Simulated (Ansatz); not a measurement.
# Point defects in ZnSe

The reference is a 16-atom supercell of ZnSe in the zinc blende structure (space group F-43m, No. 216; a = 5.665 Å) at its relaxed geometry.

One neutral defect a cell, atoms relaxed at fixed cell.

Level of theory: plane-wave PAW DFT at the r2SCAN level (Ansatz, a first-principles code, 500 eV), no spin-orbit coupling.

| case | largest displacement of a host atom from its site in the perfect cell | pressure |
|---|---|---|
| perfect supercell | – | 0.0 GPa |
| Se interstitial (started 2.45 Å from the nearest host atom), symmetric start | 0.21 Å | 6.2 GPa |
| As on a Se site, symmetric start | 0.05 Å | -0.2 GPa |
| Cd on a Zn site, symmetric start | 0.12 Å | 2.1 GPa |
| Se on a Zn site (antisite) | [?] | 2.1 GPa |

Task: What belongs in the blanks?

Result: 
- Se on a Zn site (antisite), largest displacement of a host atom from its site in the perfect cell: 0.31 Å

Other magnetic orders, which the real material may have, were not ruled out. The cell is small, so the values are those of an ordered compound at a high defect concentration; dilute-limit values will differ. The mesh was chosen for an insulator and is coarse for the gapless case. Defects with a symmetric start kept the site's symmetry and may sit on a saddle; the others started slightly shaken. Seeded moments were not kept for Se interstitial (started 2.45 Å from the nearest host atom), As on a Se site, Cd on a Zn site and Se on a Zn site (antisite).
